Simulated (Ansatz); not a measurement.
**AlN: energy against volume**

AlN (zinc blende, F-43m, 10.430 Å³/atom and stress up to 0.01 GPa in the relaxed cell, cube axes along x, y and z) under an equal strain ε along all three axes. r2SCAN in Ansatz, a plane-wave DFT program (PAW, default set), 500 eV, 13×13×13 Γ-centred mesh, Fermi-Dirac smearing 0.05 eV; ions are relaxed, or left where forces stay under 0.02 eV/Å, within the symmetry of each cell.

Here V stands for volume and E for E less E0.

| volume (Å³/atom) | E less E0 (meV/atom) | pressure (GPa) |
|---|---|---|
| 9.5191 | ? | ? |
| 9.8166 | 26.12 | 14.32 |
| 9.9676 | 14.49 | 10.41 |
| 10.1201 | 6.35 | 6.73 |
| 10.2743 | 1.57 | 3.26 |
| 10.4299 | 0.00 | 0.01 |
| 10.5872 | 1.51 | -3.05 |
| 10.7460 | 5.98 | -5.92 |
| 10.9063 | 13.28 | -8.62 |
| 11.0683 | 23.28 | -11.14 |

Using the third-order Birch-Murnaghan form, a cubic in V^(-2/3), estimate the missing E at V = 9.5191 from the other rows, showing the fit.

With u = V^(-2/3) - 0.210, the rows have u = 0.008119, 0.005910, 0.003736, 0.001592, -0.000518, -0.002598, -0.004647, -0.006664, -0.008653. Least squares gives E = 0.095 + 366.57·u + 350825·u² - 141286·u³. Residuals (row less fit): -0.001, 0.004, -0.004, 0.003, 0.001, -0.003, -0.002, 0.006, -0.002; standard error 0.004 (degrees of freedom: 5). Its minimum lies at u = -0.000522, so V0 = (0.209478)^(-3/2) = 10.43. There d²E/du² = 702100 and d³E/du³ = -847700, so B0 = (4/9) × 10.43^(-7/3) × 702100 × 0.160218 = 210 GPa (the last factor turns the table's units into GPa), and B0' = 4 + (2/3) × 0.209478 × (-847700)/702100 = 3.8. B0' rests on the cubic coefficient alone and has a standard error of 0.1 from these residuals. At the withheld row, u = 0.012640, so E = 0.095 + 366.57 × 0.012640 + 350825 × 0.012640² - 141286 × 0.012640³ = 60.494 meV/atom. The calculation gives 60.48 meV/atom, 0.014 meV/atom below the prediction (0.0 % of the range of E in the table). The row lies outside the fitted rows, so this is an extrapolation. The scatter of the fitted rows lies at the last printed digit.

Other structures, which can take over under pressure, weren't tried. The same form fitted to the pressure column gives B0' = 3.8; series where the two differ by over 0.4 aren't shown. AlN is here a metastable form; wurtzite is the usual one. Rows are the converged runs of the series near zero and its far end, less any whose ions stayed unrelaxed beside relaxed ones; series whose fitted rows scatter by over a few per cent of the range, as at a crossing or softening among them, aren't shown in this form.
